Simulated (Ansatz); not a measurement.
Functionals compared on the (110) surface of fcc Pt in its 1x1 cell (the real clean face reconstructs), outermost plane spacing 1.40 Å in the ideal cut, in Ansatz (plane waves, PAW). The structure was relaxed with PBE; the other rows are single points on it, each with its references at the same level. Cutoff 420 eV (500 eV for r2SCAN).

Model: 8-atom slab, 9.8 Å thick at the start (thin: gaps and levels are the slab's own), 13x10x1 mesh, Fermi-Dirac 0.1 eV, dipole correction, all atoms relaxed; held to the start's symmetry, so lower structures may exist; no spin, no spin-orbit, no U. These notes are the PBE run's.

| functional | surface energy (J/m²) | work function of the top face (eV) | rough cost of the single point |
|---|---|---|---|
| PBE | 1.90 | 5.27 | – |
| LDA | 2.50 | 5.65 | around 50 core-seconds (rough) |
| PBEsol | 2.32 | 5.38 | very roughly 50 core-seconds |
| RPBE | 1.64 | 5.10 | around 50 core-seconds (rough) |
| r2SCAN | ___ | ___ | about 2.0 core-minutes (a rough figure) |

Some entries are withheld; supply them.


- r2SCAN, surface energy (J/m²): 2.11
- r2SCAN, work function of the top face (eV): 5.28

Ansatz is an electronic-structure program.
